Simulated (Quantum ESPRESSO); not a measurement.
Worked example: self-consistent single point of a (001) slab of LiF (cut from a parent of space group no. 225; 8 atoms in the cell) in Quantum ESPRESSO.

Level of theory: PBE, GBRV 1.5 ultrasoft (PBE) pseudopotentials (plane waves; Quantum ESPRESSO).

The change in words: vacuum of 16.1 angstrom (first run: 14 Å); assume_isolated: default → 2D. Reference geometry:
```yaml
crystal:
  lattice:
    - [2.85819, 0.00000, 0.00000]
    - [-2.85819, 2.85819, 0.00000]
    - [0.00000, 0.00000, 20.06311]
  atoms:
    - { symbol: F, position: [0.00000, 0.50000, 0.44963] }
    - { symbol: F, position: [0.00000, 0.00000, 0.34890] }
    - { symbol: F, position: [0.00000, 0.50000, 0.65110] }
    - { symbol: F, position: [0.00000, 0.00000, 0.55037] }
    - { symbol: Li, position: [0.00000, 0.00000, 0.44963] }
    - { symbol: Li, position: [0.00000, 0.50000, 0.34890] }
    - { symbol: Li, position: [0.00000, 0.00000, 0.65110] }
    - { symbol: Li, position: [0.00000, 0.50000, 0.55037] }
```

Reference input (self-consistent single point, DFT, PBE, plane waves, GBRV 1.5 ultrasoft (PBE) pseudopotentials): ecutwfc = 40 Ry; ecutrho = 200 Ry; occupations = smearing; smearing = fermi-dirac; degauss = 0.0036749 Ry; mixing_mode = local-TF; potentials = {F: f_pbe_v1.4.uspp.F.UPF, Li: li_pbe_v1.4.uspp.F.UPF}; K_POINTS = automatic 5 5 1 0 0 0; conv_thr = 1e-08 Ry; mixing_beta = 0.3. This run's input differs from it in these lines:

```diff
@@ -18,2 +18,3 @@
    degauss = 0.0036749
+   assume_isolated = '2D'
 /
@@ -28,10 +29,10 @@
 ATOMIC_POSITIONS {crystal}
-F     0.00000000    0.50000000    0.44963200
-F     0.00000000    0.00000000    0.34889900
-F     0.00000000    0.50000000    0.65110100
-F     0.00000000    0.00000000    0.55036800
-Li    0.00000000    0.00000000    0.44963200
-Li    0.00000000    0.50000000    0.34889900
-Li    0.00000000    0.00000000    0.65110100
-Li    0.00000000    0.50000000    0.55036800
+F     1.00000000    0.50000000   -0.04567200
+F     0.00000000    0.00000000   -0.13701200
+F     1.00000000    0.50000000    0.13701200
+F     0.00000000    0.00000000    0.04567200
+Li    0.00000000    0.00000000   -0.04567200
+Li    1.00000000    0.50000000   -0.13701200
+Li    0.00000000    0.00000000    0.13701200
+Li    1.00000000    0.50000000    0.04567200
 K_POINTS {automatic}
@@ -41,3 +42,3 @@
   -5.40119442     5.40119442     0.00000000
-   0.00000000     0.00000000    37.91378878
+   0.00000000     0.00000000    41.81250731
```

Output (repeated stretches shortened):

```
     Self-consistent Calculation

     iteration #  1     ecut=    40.00 Ry     beta= 0.30

---- Real-time Memory Report at c_bands before calling an iterative solver
           109 MiB given to the printing process from OS
            58 MiB allocation reported by mallinfo(arena+hblkhd)
------------------

     Threshold (ethr) on eigenvalues was too large:
     Diagonalizing with lowered threshold

---- Real-time Memory Report at c_bands before calling an iterative solver
           167 MiB given to the printing process from OS
            97 MiB allocation reported by mallinfo(arena+hblkhd)
------------------

   [... lines left out ...]
           182 MiB given to the printing process from OS
           110 MiB allocation reported by mallinfo(arena+hblkhd)
------------------

     negative rho (up, down):  2.484E-04 0.000E+00

     total energy              =    -253.43609503 Ry
     estimated scf accuracy    <       0.00000002 Ry

     iteration # 22     ecut=    40.00 Ry     beta= 0.30

---- Real-time Memory Report at c_bands before calling an iterative solver
           182 MiB given to the printing process from OS
           110 MiB allocation reported by mallinfo(arena+hblkhd)
------------------

     negative rho (up, down):  2.428E-04 0.000E+00
     End of self-consistent calculation

     the Fermi energy is    -3.4286 ev

!    total energy              =    -253.43609504 Ry
     estimated scf accuracy    <          4.0E-09 Ry
     smearing contrib. (-TS)   =       0.00000000 Ry
     internal energy E=F+TS    =    -253.43609504 Ry

     convergence has been achieved in  22 iterations

     Forces acting on atoms (cartesian axes, Ry/au):

     atom    1 type  1   force =     0.00000000    0.00000000   -0.00068522
     atom    2 type  1   force =     0.00000000    0.00000000   -0.01293667
     atom    3 type  1   force =     0.00000000    0.00000000    0.01293667
     atom    4 type  1   force =     0.00000000    0.00000000    0.00068522
     atom    5 type  2   force =     0.00000000    0.00000000   -0.00015971
   [... lines left out ...]

     Total force =     0.024314     Total SCF correction =     0.000249

          total   stress  (Ry/bohr**3)                   (kbar)     P=       -6.52
  -0.00006988   0.00000000   0.00000000          -10.28        0.00        0.00
   0.00000000  -0.00006988   0.00000000            0.00      -10.28        0.00
   0.00000000   0.00000000   0.00000678            0.00        0.00        1.00

   JOB DONE.
```

The run converged in 22 iterations. Against the reference run the free energy hardly moves (within 1 meV/atom), the largest force hardly changes (0.336 to 0.333 eV/Å) and the gap on the mesh goes from 6.398 to 6.505 eV.

The starting cell has typed, rounded lattice constants, without a prior relaxation at this level. The slab is cut from that crystal, and its faces are unrelaxed. Its lattice was rescaled by up to half a per cent. Spin polarisation is off, though cut faces can carry moments; a gap of a slab can lie between surface states.

Cost on one core of a shared machine: roughly 50 s.
